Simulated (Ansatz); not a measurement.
The reference is Bi2Pt (space group Pa-3, No. 205).

```yaml
crystal:
  lattice:
    - [6.72145, 0.00000, 0.00000]
    - [0.00000, 6.72145, 0.00000]
    - [0.00000, 0.00000, 6.72145]
  atoms:
    - { symbol: Bi, position: [0.37010, 0.37010, 0.37010] }
    - { symbol: Bi, position: [0.62990, 0.62990, 0.62990] }
    - { symbol: Bi, position: [0.12990, 0.62990, 0.87010] }
    - { symbol: Bi, position: [0.87010, 0.37010, 0.12990] }
    - { symbol: Bi, position: [0.87010, 0.12990, 0.62990] }
    - { symbol: Bi, position: [0.12990, 0.87010, 0.37010] }
    - { symbol: Bi, position: [0.62990, 0.87010, 0.12990] }
    - { symbol: Bi, position: [0.37010, 0.12990, 0.87010] }
    - { symbol: Pt, position: [0.00000, 0.00000, 0.00000] }
    - { symbol: Pt, position: [0.50000, 0.00000, 0.50000] }
    - { symbol: Pt, position: [0.50000, 0.50000, 0.00000] }
    - { symbol: Pt, position: [0.00000, 0.50000, 0.50000] }
```

Cartesian axes are those of the cell as printed.

The values are results of Ansatz (a quantum-chemistry and plane-wave program) PBEsol, no SOC, not measurements.

Base values:

The pressure is 0.0 GPa and the shortest interatomic distance comes out as 2.777 Å. The band gap comes out as zero.

Now apply this change: uniaxial strain ε_xx = +2.68 %, all other strain components held at zero, atoms relaxed at fixed cell.

What happens to the energy relative to the base?

The energy grows by 8.4 meV/atom.

Estimate the effect on the largest internal atomic displacement.

The largest internal atomic displacement amounts to 0.027 Å.

What does the calculation give for the pressure after the change?

The pressure (mean of the normal stresses, compression positive) goes from zero to -2.3 GPa.

Predict the new shortest interatomic distance.

The shortest interatomic distance goes up by 0.018 Å (2.777 Å → 2.795 Å).

How does this affect the band gap?

The band gap is still zero.

Without a gap, meshes like the base's 6×6×6 leave anisotropic stresses uncertain by several tenths of a GPa, and small strain energies with them. With Bi and Pt present, leaving out spin-orbit coupling can change the band edges. No phonon test of stability was made. The final runs are not spin-polarised.
